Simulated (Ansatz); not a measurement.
```yaml
crystal:
  lattice:
    - [4.20844, 0.00000, 0.00000]
    - [0.00000, 4.20844, 0.00000]
    - [2.10422, -2.10422, 2.68792]
  atoms:
    - { symbol: As, position: [0.75000, 0.75000, 0.50000] }
    - { symbol: Al, position: [0.00000, 0.00000, 0.00000] }
```

No spin polarisation.

Level of theory: PBEsol, PAW, 420 eV (Ansatz, an electronic-structure program; no spin-orbit coupling). Settings: 10×10×10 k-points, 0.05 eV Fermi–Dirac smearing.

Question: Predict the hole mass.

Answer: 0.086 mₑ out of plane, 0.45 mₑ in plane (at Γ).

Question: Predict the band gap.

Answer: 0.87 eV.

Question: Estimate the gap character.

Answer: Indirect, Γ → M.

Question: Estimate the valence-band top at Γ (three highest levels, from the VBM).

Answer: 0.00, -0.41, -0.41 eV.

The cells carry an imposed strain or load. Masses are band curvatures over ±0.01 Å⁻¹ around the edge. Whether these cells are dynamically stable was not tested. The cell was made from AlAs in the zinc blende structure (space group F-43m, No. 216) by this change: biaxial strain +4.88 %, plane normal [001], relaxed out of plane.
